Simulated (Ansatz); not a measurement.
The starting structures come from a database of crystals and need not be the phases stable at ambient conditions.

 Where the default PAW files enter, the runs use the earlier of Ansatz's two default sets.

Inside the gap of an insulator the Bloch states are evanescent, with a wavenumber k + iκ along the transport direction.

Data:

```
CELL_PARAMETERS angstrom
      3.95914     0.00000     0.00000
      0.00000     7.74583     0.00000
      0.00000     3.87292     3.87292
ATOMIC_POSITIONS crystal
  Na 0.50000 0.00000 0.50000
  Na 0.50000 0.50000 0.50000
  Ta 0.00000 0.00000 0.00000
  Ta 0.00000 0.50000 0.00000
  O  0.00000 0.30338 0.89324
  O  0.00000 0.69662 0.10676
  O  0.00000 0.19662 0.50000
  O  0.00000 0.80338 0.50000
  O  0.50000 0.00000 0.00000
  O  0.50000 0.50000 0.00000
```

Space group of this cell: P4/mbm. The cell is taken as given; by PBEsol its mean pressure is -0.6 GPa.

Transport runs along the normal of the first two printed cell vectors, the (110) plane of the conventional cell.

The gap is the functional's own. No spin-orbit coupling. Mid-gap values are interpolated on the energy grid.

Predict the band gap and the smallest decay constant κ at mid-gap from Ansatz (a first-principles code) with PBEsol.

Gap 2.32 eV on a 8×8×8 mesh; κ = 0.249 1/Å, at the zone centre.
